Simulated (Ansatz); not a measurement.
Defect migration in polar orthorhombic HfO2: O vacancy, charge state +2. Method: PBE, PAW (plane waves to 420 eV; Ansatz, a program for electronic structure).

Settings: 96 host sites, the relaxed PBE lattice, the Γ point alone, smearing 0.01 eV, spin-restricted, no image-charge correction. Static, classical nuclei. Spin-orbit coupling is left out. The host's phase is taken as given; its stability against other phases was not computed. The charge state is imposed; whether it is stable for some Fermi level was not computed. Forms of the defect that were not tried may lie lower.

Barriers: single points on a 2×2×2 k-point mesh shifted by half a step at the bands' geometries.

The step: a nearby O atom hops onto the vacant site; the atom moves 2.40 Å along (-0.44, -0.12, 0.00) of the unit cell; the moving atom starts with neighbours Hf at 2.10, Hf at 2.11, Hf at 2.22; O at 2.60, 2 O at 2.72 Å and ends with Hf at 2.02, Hf at 2.12, Hf at 2.25; O at 2.58 Å.

Estimate the migration barrier of this step that PBE, PAW returns for this input.

0.59 eV, the same both ways. At the saddle the moving atom has neighbours Hf at 1.98, Hf at 2.11; O at 2.47 Å. The saddle point's order was not checked.
